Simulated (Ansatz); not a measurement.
Spacing of the highest filled and lowest empty level at the zone centre in eight small model glasses of hand-chosen composition and density, fast-quenched (anions pushed apart in CHGNet runs), each at its PBE geometry, by PBE and by HSE06 (Ansatz, a quantum-chemistry and plane-wave program, plane waves, PAW). The cells are the first eight to finish that balance their formal charges, show no moments and no lower geometry on charging where those were tested, and have a gap at both levels; defect levels can set the spacings, and exact exchange is cut at the cells' faces.

| cell | quench by | pressure (GPa) | levels at the gap | PBE (eV) | experiment, tabulated (eV) |
|---|---|---|---|---|---|
| Zr20O42Ge | CHGNet | 1.3 | localised at the filled edge | 3.85 | - |
| Hf18O39Lu2 | CHGNet | 0.0 | localised at the filled edge | 3.96 | - |
| In24O38Hf | CHGNet | -1.4 | spread | 0.68 | - |
| In24O39Lu2 | CHGNet | 0.2 | localised at the filled edge | 0.36 | - |
| Si30N41Al | CHGNet | 4.3 | localised at the filled edge | 2.07 | - |
| Ti20O43B2 | CHGNet | 2.6 | localised at the filled edge | 2.78 | - |
| Ga24O39Y2 | CHGNet | 0.9 | localised at the filled edge | 1.77 | - |
| In9Ga9Zn9O37Li2 | CHGNet | 0.9 | spread | 0.92 | - |

### Question
What does HSE06 give, and how does it move these values against PBE?

### Answer
Zr20O42Ge 5.40, Hf18O39Lu2 5.59, In24O38Hf 2.06, In24O39Lu2 1.80, Si30N41Al 3.40, Ti20O43B2 4.31, Ga24O39Y2 3.47, In9Ga9Zn9O37Li2 2.47 eV. It raises them by +1.32 to +1.70 eV, +1.51 eV on average. A straight line through the eight gives HSE06 = 1.04 × PBE +1.44 eV, with a scatter of 0.11 eV.
